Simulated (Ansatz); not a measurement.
The parent structure is PbI₂ in the 2H-MoS2 type structure (space group P6_3/mmc, No. 194; a = 4.273 Å, c = 14.362 Å; a hypothetical phase, not in the database extracts checked).

Perturbation: a hydrostatic pressure of 1.5 GPa.

Levels (all Ansatz, a first-principles code, PAW, earlier PAW set): PBEsol-D3(BJ) (420 eV, no spin-orbit coupling); HSE06 (420 eV, no SOC).

The geometry is relaxed with PBEsol-D3(BJ).

- PBEsol-D3(BJ) lowest conduction level above the VBM at special points = K 0.81 eV; M 1.19 eV; H 1.30 eV; Γ 2.53 eV

Q: Predict the lowest conduction level above the VBM at special points from HSE06.

A: The lowest conduction level above the VBM at special points changes from K 0.81 eV; M 1.19 eV; H 1.30 eV; Γ 2.53 eV to K 1.34 eV; M 1.80 eV; H 1.84 eV; Γ 3.33 eV.

Single points use the geometry relaxed with PBEsol-D3(BJ). HSE06 gaps are upper bounds (no full band path). The levels and masses belong to the bands next to the band gap. Load acts through the strain it causes; cell and atoms are relaxed under it. No phonon test of stability was made.
